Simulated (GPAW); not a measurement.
A self-consistent single point of MoPt₂ (Imm2, 3 atoms in the cell) with GPAW

Computed with PBEsol, GPAW PAW datasets PBEsol (made by gpaw-setup) (plane waves; GPAW).

This input was run:

```python
from ase import Atoms
from ase.units import GPa
from gpaw import GPAW

atoms = Atoms(['Mo', 'Pt', 'Pt'],
              cell=[[-1.385644, 1.991980, 4.177267],
                    [1.385644, -1.991980, 4.177267],
                    [1.385644, 1.991980, -4.177267]],
              positions=[[-0.000000, 0.000000, 0.050002],
                         [0.000000, -0.000000, 5.541897],
                         [-0.000000, -0.000000, 2.812637]],
              pbc=True)

calc = GPAW(mode={'name': 'pw', 'ecut': 550},
            xc='PBEsol',
            kpts=(7, 7, 7),
            occupations={'name': 'methfessel-paxton', 'width': 0.1, 'order': 0},
            nbands=-9,
            convergence={'density': 1e-05, 'energy': 1e-05},
            symmetry={'symmorphic': False, 'tolerance': 0.0005},
            maxiter=100)

atoms.calc = calc

energy = atoms.get_potential_energy()
print('Energy (eV):', round(energy, 6))
forces = atoms.get_forces()
print('Forces (eV/Ang):')
print(forces.round(5))
stress = atoms.get_stress()
print('Stress (GPa, Voigt):', (stress / GPa).round(4))
```

Output, abridged:

```
Input parameters:
  convergence: {density: 1e-05,
                energy: 1e-05}
  kpts: [7 7 7]
  maxiter: 100
  mode: {ecut: 550,
         name: pw}
  nbands: -9
  occupations: {name: methfessel-paxton,
                order: 0,
                width: 0.1}
  symmetry: {symmorphic: False,
             tolerance: 0.0005}
  xc: PBEsol

species:
  Mo:
    name: Molybdenum
    Z: 42.0
    valence: 14
    core: 28
    charge: 0.0
    file: Mo.PBEsol.gz

    # Using partial waves for Mo as LCAO basis

  Pt:
    name: Platinum
    Z: 78.0
    valence: 16
    core: 62
    charge: 0.0
    file: Pt.PBEsol.gz

    # Using partial waves for Pt as LCAO basis

Reference energy: -1110545.893237  # eV

Spin-paired calculation

Convergence criteria:
 Maximum [total energy] change in last 3 cyles: 1e-05 eV / valence electron
 Maximum integral of absolute [dens]ity change: 1e-05 electrons / valence electron
 Maximum integral of absolute [eigenst]ate change: 4e-08 eV^2 / valence electron
 Maximum number of scf [iter]ations: 100

Symmetries present (total): 4
Symmetries with fractional translations: 0
343 k-points: 7 x 7 x 7 Monkhorst-Pack grid
64 k-points in the irreducible part of the Brillouin zone
       k-points in crystal coordinates                weights
   0:     0.00000000    0.00000000    0.00000000          1/343
   1:     0.14285714   -0.14285714   -0.14285714          2/343
   2:     0.14285714   -0.14285714    0.00000000          4/343
   [... 7 lines left out ...]
          ...
  63:     0.42857143    0.42857143    0.42857143          8/343

Wave functions: Plane wave expansion
  Cutoff energy: 550.000 eV
  Number of coefficients (min, max): 1338, 1368
  Pulay-stress correction: 0.000000 eV/Ang^3 (de/decut=0.000000)

Occupation numbers: Methfessel-Paxton:
  width: 0.1000  # eV
  order: 0

Eigensolver

Densities:
  Coarse grid: 27*27*27 grid
  Fine grid: 54*54*54 grid
  Total Charge: 0.000000

Density mixing:
  Method: separate
  Backend: pulay
  Linear mixing parameter: 0.05
  old densities: 5
  Damping of long wavelength oscillations: 50

Hamiltonian:
  XC and Coulomb potentials evaluated on a 54*54*54 grid
  External potential:
    NoExternalPotential

XC parameters: PBEsol with 2 nearest neighbor stencil

Number of atoms: 3
Number of atomic orbitals: 37
Number of bands in calculation: 32
Number of valence electrons: 46
Bands to converge: occupied

Density initialized from atomic densities
  32 bands from LCAO basis set

Atomic positions and initial magnetic moments

Positions:
   0 Mo    -0.000000    0.000000    0.050002    ( 0.0000,  0.0000,  0.0000)
   1 Pt     0.000000   -0.000000    5.541897    ( 0.0000,  0.0000,  0.0000)
   2 Pt    -0.000000   -0.000000    2.812637    ( 0.0000,  0.0000,  0.0000)

Unit cell:
           periodic     x           y           z      points  spacing
  1. axis:    yes   -1.385644    1.991980    4.177267    27     0.1332
  2. axis:    yes    1.385644   -1.991980    4.177267    27     0.0974
  3. axis:    yes    1.385644    1.991980   -4.177267    27     0.0843

  Lengths:   4.830896   4.830896   4.830896
  Angles:  146.663510 131.295950  60.303468

Effective grid spacing dv^(1/3) = 0.1328

     iter     time        total  log10-change:
                         energy   eigst   dens
iter:   1 --:--:--   -29.870087
iter:   2 --:--:--   -29.570537   -0.88  -1.30
iter:   3 --:--:--   -28.157668   -0.72  -1.32
iter:   4 --:--:--   -27.817929   -2.26  -1.76
iter:   5 --:--:--   -27.788398   -2.64  -2.01
iter:   6 --:--:--   -27.916220   -2.35  -2.13
iter:   7 --:--:--   -27.764928   -2.45  -1.94
iter:   8 --:--:--   -27.763807   -3.87  -2.68
iter:   9 --:--:--   -27.761519   -4.02  -2.78
iter:  10 --:--:--   -27.761638   -4.97  -3.11
iter:  11 --:--:--   -27.761808c  -5.19  -3.16
iter:  12 --:--:--   -27.761952c  -4.64  -3.16
iter:  13 --:--:--   -27.761862c  -5.55  -3.30
iter:  14 --:--:--   -27.761788c  -5.98  -3.45
iter:  15 --:--:--   -27.761764c  -6.66  -3.69
iter:  16 --:--:--   -27.761748c  -6.41  -3.77
iter:  17 --:--:--   -27.761735c  -6.00  -3.82
iter:  18 --:--:--   -27.761736c  -6.84  -4.31
iter:  19 --:--:--   -27.761736c  -7.60c -4.50
iter:  20 --:--:--   -27.761736c  -8.40c -4.52
iter:  21 --:--:--   -27.761736c  -7.32  -4.54
iter:  22 --:--:--   -27.761736c  -8.33c -4.98
iter:  23 --:--:--   -27.761736c  -8.34c -5.05c

Converged after 23 iterations.

Dipole moment: (0.055823, -0.080251, -1.058780) |e|*Ang

Energy contributions relative to reference atoms: (reference = -1110545.893237)

Kinetic:        -40.874573
Potential:      +28.926848
External:        +0.000000
XC:             -14.489058
Entropy (-ST):   -0.015053
Local:           -1.317426
SIC:             +0.000000
--------------------------
Free energy:    -27.769262
Extrapolated:   -27.761736

Showing only first 2 kpts
 Kpt  Band  Eigenvalues  Occupancy
  0    21     10.61525    2.00000
  0    22     11.48534    2.00000
  0    23     11.77139    2.00000
  0    24     13.55968    0.00000

  1    21     11.64312    2.00000
  1    22     12.33929    1.99975
  1    23     13.28269    0.00000
  1    24     14.08741    0.00000

Fermi level: 12.59805

No gap
No difference between direct/indirect transitions
Energy (eV): -27.761736

Forces in eV/Ang:
  0 Mo    0.00000    0.00000   -0.32278
  1 Pt    0.00000    0.00000    0.15975
  2 Pt    0.00000    0.00000    0.16259

Stress tensor:
     0.045650     0.000000     0.000000
     0.000000     0.067557     0.000000
     0.000000     0.000000     0.060692
Stress (GPa, Voigt): [ 7.3139 10.8238  9.7239  0.      0.      0.    ]
```

The run converged in 23 iterations. GPAW prints stress with tension positive.

The starting cell comes from a database of computed structures (which also holds hypothetical and non-ambient phases and stackings), without a prior relaxation at this level. Its lattice was rescaled by up to half a per cent. One atom was moved a little off its site on purpose. Spin-orbit coupling is off. Spin polarisation is off. With a pressure of about -9 GPa the cell is away from its equilibrium volume at this level.

Cost on one core of a shared machine: roughly 3 min.
